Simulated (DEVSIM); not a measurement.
Device: abrupt Si n-p junction, at 250 K.

```
layer (left to right)  material  thickness (μm)  Nd (cm⁻³)  Na (cm⁻³)  τn (s)  τp (s)
---------------------  --------  --------------  ---------  ---------  ------  ------
1                            Si            2.00     2.3e16          -  3.4e-7  3.4e-7
2                            Si           0.190          -     3.2e14  3.4e-7  3.4e-7
```

Left contact: ohmic. Right contact: ohmic. Voltage is applied to the left contact. Recombination: SRH at mid-gap. Mobility is μmin + (μ − μmin)/(1 + (N/Nref)^α).

The device is made up for the run: typed textbook-type constants, with dimensions and the other settings drawn at random. Values at 300 K; Nc and Nv go as T^1.5, mobilities as T to minus their exponent, the gap by Varshni's rule with the affinity fixed.

| parameter | Si |
|---|---|
| gap (eV) | 1.124 |
| affinity (eV) | 4.05 |
| permittivity | 11.7 |
| Nc (cm⁻³) | 2.86e19 |
| Nv (cm⁻³) | 3.1e19 |
| μn (cm²/Vs) | 1417 |
| μp (cm²/Vs) | 470 |
| μn,min | 52 |
| μp,min | 45 |
| Nref,n | 9.7e16 |
| Nref,p | 2.2e17 |
| αn | 0.68 |
| αp | 0.72 |
| T exponent of μn | 2.3 |
| T exponent of μp | 2.2 |
| Varshni α (eV/K) | 0.000473 |
| Varshni β (K) | 636 |

DEVSIM, 1D drift-diffusion, Boltzmann statistics, complete ionisation; no tunnelling, impact ionisation, image-force lowering or self-heating.

### Question
Tabulate band edges, carrier densities and field at 10.0 V on the left contact.

### Answer
Energies count from the Fermi level of the right contact; mesh points crowd at the junctions.

```
x (μm)   Ec (eV)  Ev (eV)  n (cm⁻³)  p (cm⁻³)  field (V/cm)
-------  -------  -------  --------  --------  ------------
0.000     -9.852  -10.988    2.3e16     < 1e2           ≈ 0
0.01508   -9.852  -10.988    2.3e16     < 1e2           ≈ 0
0.03940   -9.852  -10.988    2.3e16     < 1e2           ≈ 0
0.08281   -9.852  -10.988    2.3e16     < 1e2           ≈ 0
0.1785    -9.852  -10.988    2.3e16     < 1e2           ≈ 0
0.3030    -9.852  -10.988    2.3e16     < 1e2           ≈ 0
0.5037    -9.852  -10.988    2.3e16     < 1e2           ≈ 0
0.9744    -9.852  -10.988    2.3e16     < 1e2           ≈ 0
1.389     -9.840  -10.976    1.3e16     < 1e2          4900
1.631     -8.803   -9.939       120     < 1e2         86000
1.780     -7.124   -8.260     < 1e2     < 1e2        140000
1.895     -5.291   -6.427     < 1e2     < 1e2        180000
1.944     -4.365   -5.502     < 1e2     < 1e2        200000
1.975     -3.749   -4.885     < 1e2     < 1e2        210000
1.999     -3.230   -4.366     < 1e2     < 1e2        220000
2.013     -2.938   -4.074     < 1e2     < 1e2        220000
2.033     -2.507   -3.643     < 1e2     < 1e2        220000
2.061     -1.888   -3.024     < 1e2     < 1e2        220000
2.113     -0.771   -1.907     < 1e2     < 1e2        220000
2.148     -0.001   -1.137     < 1e2     < 1e2        220000
2.171      0.486   -0.650     < 1e2   1900000        220000
2.190      0.895   -0.241     < 1e2    3.2e14        220000
```
